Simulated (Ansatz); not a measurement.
## Quick settings and what they miss: YCo₂Si₂ (I4/mmm, 5 atoms in the cell)

Self-consistent single point.

```yaml
crystal:
  lattice:
    - [-1.96258, 1.96258, 4.94551]
    - [1.96258, -1.96258, 4.94551]
    - [1.96258, 1.96258, -4.94551]
  atoms:
    - { symbol: Y, position: [0.00000, 0.00000, 0.00000] }
    - { symbol: Co, position: [0.75000, 0.25000, 0.50000] }
    - { symbol: Co, position: [0.25000, 0.75000, 0.50000] }
    - { symbol: Si, position: [0.62950, 0.62950, 0.00000] }
    - { symbol: Si, position: [0.37050, 0.37050, 0.00000] }
```

Method of the run: r2SCAN, PAW files made with PBE (plane waves; Ansatz, a program for electronic structure).

Base settings: basis.ecutwfc = 500 eV; kpoints.mp_grid.grid = 11 11 11; kpoints.mp_grid.shift = 0.5 0.5 0.5; hamiltonian.xc = r2scan; hamiltonian.pseudopotentials = {kind: paw} (the program's default PAW files); scf.occupations.method = cold; scf.occupations.width = 0.1 eV.

Tight run (finer mesh or higher cutoff; not a proven limit): basis.ecutwfc: 500 eV → 700 eV; kpoints.mp_grid.grid: 11 11 11 → 15 15 15; scf.convergence.dr2_threshold: default (1e-07 eV) → 1e-09 eV. It gave Fermi level (on the code's own zero) 13.18 eV; pressure -8.01 GPa; largest force (vector length) 0.285 eV/Å.

Quick runs, as changes from the base:
- A: the base itself
- B: basis.ecutwfc: 500 eV → 250 eV; kpoints.mp_grid.grid: 11 11 11 → 4 4 4; scf.occupations.width: 0.1 eV → 0.5 eV
- C: basis.ecutwfc: 500 eV → 300 eV; kpoints.mp_grid.grid: 11 11 11 → 6 6 6
- D: basis.ecutwfc: 500 eV → 420 eV; kpoints.mp_grid.grid: 11 11 11 → 4 4 4; hamiltonian.xc: r2scan → lda; scf.occupations.method: cold → methfessel_paxton; scf.occupations.width: 0.1 eV → 0.136 eV [LDA (PW92)]
- E: basis.ecutwfc: 500 eV → 250 eV; kpoints.mp_grid.grid: 11 11 11 → 8 8 8; scf.occupations.method: cold → fermi_dirac; scf.occupations.width: 0.1 eV → 0.2 eV; scf.convergence.dr2_threshold: default (1e-07 eV) → 0.001 eV
- F: basis.ecutwfc: 500 eV → 335 eV; kpoints.mp_grid.grid: 11 11 11 → 2 2 2; hamiltonian.xc: r2scan → lda; scf.occupations.method: cold → fermi_dirac; scf.occupations.width: 0.1 eV → 0.272 eV; scf.convergence.dr2_threshold: default (1e-07 eV) → 0.0001 eV [LDA (PW92)]

Energies are extrapolated to zero smearing width, which holds to low order in the width alone.

Dashes: energy of D, F, another energy zero; count of D, F, another kind of functional, whose work the count does not hold.

† marks runs with another functional, U, potentials or spin treatment: their distance from the tight run is not a convergence error alone.

The count of work is k-points × plane waves × bands × iterations; it is no time. 

Pressures in the table are Ansatz's without its Pulay estimate, at a fixed set of plane waves; the tight run's value above holds the estimate.

The starting cell comes from a database of computed structures (which also holds hypothetical and non-ambient phases and stackings), without a prior relaxation at this level. Its lattice was rescaled by a random factor within 2.5 % of one. Spin polarisation is off. In the base run, with a pressure of about -8 GPa the cell is away from its equilibrium volume at this level.

```
run  energy less tight (meV/atom)  pressure less tight (GPa)  largest miss in a force vector (eV/Å)  count of work / tight
---  ----------------------------  -------------------------  -------------------------------------  ---------------------
A                             1.0                      -0.05                                  0.004                   0.25
B                           732.6                     -52.11                                  0.226                 0.0068
C                            80.0                      -8.25                                  0.057                  0.028
D†                              –                      -5.67                                  0.221                      –
E                           742.6                     -51.70                                  0.081                  0.026
F†                              –                      -5.34                                  0.210                      –
```

Among the runs at the tight run's level, the energy misses run from 1.0 to 742.6 meV/atom.

Keys are those of Ansatz 0.2.
